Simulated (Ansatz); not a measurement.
**CdS: band gap against strain**

CdS (wurtzite, P6_3mc, 24.705 Å³/atom at rest, c along z) under an equal strain ε in the (0001) plane with the normal axis free, as in a coherent film. PBEsol in Ansatz, a plane-wave DFT program (PAW, default set), 420 eV, 9×9×5 Γ-centred mesh, Fermi-Dirac smearing 0.05 eV; ions are relaxed within the symmetry of each cell. Gaps are the smallest over the k-mesh and a band path, without spin-orbit coupling; in all rows the valence edge lies at Γ and the conduction edge at Γ.

Here s stands for strain and Eg for gap.

```csv
strain (%),gap (eV)
-3.00,?
-1.80,1.052
-1.20,1.070
-0.60,1.083
0.00,1.093
```

Problem. Using a straight line, estimate the missing Eg at s = -3.00 from the other rows, showing the fit.

Solution. Means: s -0.90000, Eg 1.0745. About the means, the sum of products is 0.040800 and the sum of squares of s is 1.8000; the slope is their ratio. Least squares gives Eg = 1.0949 + 0.02267·s. Residuals (row less fit): -0.0021, 0.0023, 0.0017, -0.0019; standard error 0.0028 (degrees of freedom: 2). Over these rows the gap moves by 2.3 ± 0.2 eV per unit strain. At the withheld row, Eg = 1.0949 + 0.02267 × (-3.0) = 1.0269 eV. The calculation gives 1.003 eV, 0.0239 eV below the prediction (26.6 % of the range of Eg in the table). The row lies outside the fitted rows, so this is an extrapolation. From the scatter of the fitted rows alone, a prediction at this place has a standard error of 0.0055 eV, so the miss is 4.3 times that.

One order more, fitted to all 6 runs of the series, follows each within 0.001, so the miss is the next term of a smooth law. Rows are the converged runs of the series near zero and its far end; series whose fitted rows scatter by over a few per cent of the range, as at a crossing or softening among them, aren't shown in this form. Most that stay on the fit to the last digits aren't either.
